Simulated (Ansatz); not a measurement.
Base system: Si in the diamond structure (space group Fd-3m, No. 227; a = 5.444 Å).

The change: a hydrostatic pressure of 10 GPa.

Levels (all Ansatz, a program for electronic structure, PAW, earlier PAW set): r2SCAN (500 eV, scalar-relativistic without spin-orbit coupling); HSE06 (420 eV, no spin-orbit coupling); HSE06+SOC (420 eV, spin-orbit coupling included).

One geometry, relaxed with r2SCAN, under each level:

The valence-band top lists the three highest levels at Γ (Kramers pairs under SOC), from the VBM.

```csv
level,band gap,lowest conduction level above the VBM at special points,valence-band top at Γ
r2SCAN,0.61 eV,X 0.74 eV; K 1.30 eV; U 1.30 eV; Γ 2.77 eV,"0.00, 0.00, 0.00 eV"
HSE06,(withheld),(withheld),–
HSE06+SOC,(withheld),(withheld),(withheld)
```

Give the withheld HSE06 and HSE06+SOC results.


- HSE06, band gap: 0.97 eV
- HSE06, lowest conduction level above the VBM at special points: X 1.11 eV; K 1.68 eV; U 1.68 eV; Γ 3.35 eV
- HSE06+SOC, band gap: 0.95 eV
- HSE06+SOC, lowest conduction level above the VBM at special points: X 1.09 eV; K 1.67 eV; U 1.67 eV; Γ 3.30 eV
- HSE06+SOC, valence-band top at Γ: 0.00, 0.00, -0.05 eV

Single points use the geometry relaxed with r2SCAN. Their cutoffs differ, which shifts pressures a little. HSE06 gaps are upper bounds (no full band path). The spin-orbit shifts are approximate. Load acts through the strain it causes; cell and atoms are relaxed under it. Whether these cells are dynamically stable was not tested. Tetrahedral semiconductors of this kind turn to denser phases somewhere between about 1 and 50 GPa; those were not computed, so compressed cells here can lie past the real transition.
